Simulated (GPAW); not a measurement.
Band structure of BeTe (F-43m, 2 atoms in the cell).

```
BeTe
1.0
    0.00000     2.81500     2.81500
    2.81500     0.00000     2.81500
    2.81500     2.81500     0.00000
Be Te
1 1
Direct
  0.00000   0.00000   0.00000
  0.25000   0.25000   0.25000
```

Computed with PBE, GPAW PAW datasets PBE (gpaw-data 1.0.1) (plane waves; GPAW).

Settings: mode = pw; ecut = 800 eV; xc = PBE; kpts = 5 5 5; mesh shift (steps) = 0 0 0; occupations.name = fermi-dirac; occupations.width = 0.01 eV; nbands = -8; convergence.density = 1e-05 e/electron; convergence.bands = -6; symmetry.symmorphic = false; symmetry.tolerance = 0.0005; maxiter = 100; bandpath_npoints = 40.

The starting cell has typed, rounded lattice constants, without a prior relaxation at this level. Spin-orbit coupling is off.

Problem. Predict the gap along the standard path and the places of the band edges.

Solution. The gap along the path is 1.98 eV, from Γ to X; the smallest direct gap on it is 3.62 eV.

Levels in eV from the top of the valence band on the SCF mesh, bands 1 to 8:
```json
[
 {"point": "Γ", "1": "-12.29", "2": "0.00", "3": "0.00", "4": "0.00", "5": "3.62", "6": "3.62", "7": "3.62", "8": "3.84"},
 {"point": "X", "1": "-10.44", "2": "-5.12", "3": "-2.65", "4": "-2.65", "5": "1.98", "6": "2.68", "7": "9.77", "8": "9.77"},
 {"point": "W", "1": "-10.41", "2": "-4.59", "3": "-3.70", "4": "-3.21", "5": "5.31", "6": "5.58", "7": "5.58", "8": "6.22"},
 {"point": "K", "1": "-10.47", "2": "-4.77", "3": "-3.89", "4": "-2.24", "5": "2.71", "6": "5.29", "7": "7.93", "8": "8.23"},
 {"point": "L", "1": "-10.94", "2": "-5.55", "3": "-1.14", "4": "-1.14", "5": "3.09", "6": "4.61", "7": "4.61", "8": "7.84"},
 {"point": "U", "1": "-10.47", "2": "-4.77", "3": "-3.89", "4": "-2.24", "5": "2.71", "6": "5.29", "7": "7.93", "8": "8.23"}
]
```
